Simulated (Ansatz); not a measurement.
Electronic density of states of amorphous Ge22Sb7Te18C4, density 5.96 g/cm³, on a 2×2×2 Γ-centred mesh with a Gaussian width of 0.1 eV; energies count from the Fermi level. Cell and mesh are small, so fine structure isn't converged. Method: PBE-D3(BJ), scalar-relativistic without spin-orbit coupling, PAW (Ansatz default set, large-core Te) (plane waves to 420 eV; Ansatz, an electronic-structure program). Sampling: a 2×2×2 Γ-centred mesh; Fermi-Dirac width 0.05 eV; collinear spin, started from a total moment of 1 μB (the moments died out). The levels at the Fermi energy are partly filled. A closed spacing in one fast-quenched cell at PBE doesn't show the material to be a metal.

Preparation: random packing, a CHGNet melt and quench, and a DFT relaxation. The hot cell started wider than the set density and was brought back towards it in steps. It is the lowest in DFT energy of 3 quenches. It is a model cell: composition and starting density were chosen by hand, and all elements were melted together. The geometry includes D3(BJ) dispersion. Its density started from a set value of 5.82 and ended at 5.96 g/cm³. The simulated quench (nominally 110 K/ps over its main leg) is rapid and tends to freeze in more defects than a deposited or slowly cooled glass has. A cell of this size samples the disorder only roughly. Volume and shape were free in the relaxation. On a 2×2×2 Γ-centred mesh force components of up to 0.36 eV/Å stay, since the relaxation ran on one k-point at (1/4, 1/4, 1/4).

(E - EF (eV), states/(eV atom)): (-12.00, 0.39); (-11.90, 0.41); (-11.80, 0.44); (-11.70, 0.47); (-11.60, 0.44); (-11.50, 0.47); (-11.40, 0.49); (-11.30, 0.37); (-11.20, 0.33); (-11.10, 0.41); (-11.00, 0.47); (-10.90, 0.32); (-10.80, 0.09); (-10.70, 0.02); (-10.60, 0.08); (-10.50, 0.19); (-10.40, 0.23); (-10.30, 0.14); (-10.20, 0.09); (-10.10, 0.14); (-10.00, 0.23); (-9.90, 0.30); (-9.80, 0.35); (-9.70, 0.38); (-9.60, 0.29); (-9.50, 0.29); (-9.40, 0.30); (-9.30, 0.27); (-9.20, 0.24); (-9.10, 0.24); (-9.00, 0.29); (-8.90, 0.30); (-8.80, 0.24); (-8.70, 0.21); (-8.60, 0.29); (-8.50, 0.32); (-8.40, 0.32); (-8.30, 0.33); (-8.20, 0.30); (-8.10, 0.29); (-8.00, 0.32); (-7.90, 0.31); (-7.80, 0.26); (-7.70, 0.27); (-7.60, 0.23); (-7.50, 0.18); (-7.40, 0.24); (-7.30, 0.27); (-7.20, 0.18); (-7.10, 0.19); (-7.00, 0.27); (-6.90, 0.23); (-6.80, 0.15); (-6.70, 0.11); (-6.60, 0.16); (-6.50, 0.20); (-6.40, 0.19); (-6.30, 0.18); (-6.20, 0.18); (-6.10, 0.14); (-6.00, 0.06); (-5.90, 0.02); (-5.80, 0.07); (-5.70, 0.15); (-5.60, 0.19); (-5.50, 0.18); (-5.40, 0.14); (-5.30, 0.05); (-5.20, 0.08); (-5.10, 0.27); (-5.00, 0.38); (-4.90, 0.38); (-4.80, 0.44); (-4.70, 0.46); (-4.60, 0.49); (-4.50, 0.58); (-4.40, 0.55); (-4.30, 0.50); (-4.20, 0.47); (-4.10, 0.49); (-4.00, 0.56); (-3.90, 0.59); (-3.80, 0.52); (-3.70, 0.57); (-3.60, 0.61); (-3.50, 0.65); (-3.40, 0.68); (-3.30, 0.65); (-3.20, 0.61); (-3.10, 0.60); (-3.00, 0.67); (-2.90, 0.65); (-2.80, 0.57); (-2.70, 0.61); (-2.60, 0.68); (-2.50, 0.67); (-2.40, 0.65); (-2.30, 0.61); (-2.20, 0.60); (-2.10, 0.70); (-2.00, 0.69); (-1.90, 0.66); (-1.80, 0.66); (-1.70, 0.63); (-1.60, 0.64); (-1.50, 0.65); (-1.40, 0.58); (-1.30, 0.58); (-1.20, 0.64); (-1.10, 0.62); (-1.00, 0.52); (-0.90, 0.53); (-0.80, 0.54); (-0.70, 0.60); (-0.60, 0.51); (-0.50, 0.33); (-0.40, 0.28); (-0.30, 0.34); (-0.20, 0.37); (-0.10, 0.34); (0.00, 0.36); (0.10, 0.32); (0.20, 0.24); (0.30, 0.24); (0.40, 0.30); (0.50, 0.32); (0.60, 0.33); (0.70, 0.45); (0.80, 0.46); (0.90, 0.43); (1.00, 0.52); (1.10, 0.56); (1.20, 0.54); (1.30, 0.50); (1.40, 0.52); (1.50, 0.53); (1.60, 0.56); (1.70, 0.58); (1.80, 0.53); (1.90, 0.54); (2.00, 0.52); (2.10, 0.51); (2.20, 0.59); (2.30, 0.65); (2.40, 0.64); (2.50, 0.60); (2.60, 0.61); (2.70, 0.57); (2.80, 0.60); (2.90, 0.58); (3.00, 0.53); (3.10, 0.56); (3.20, 0.62)
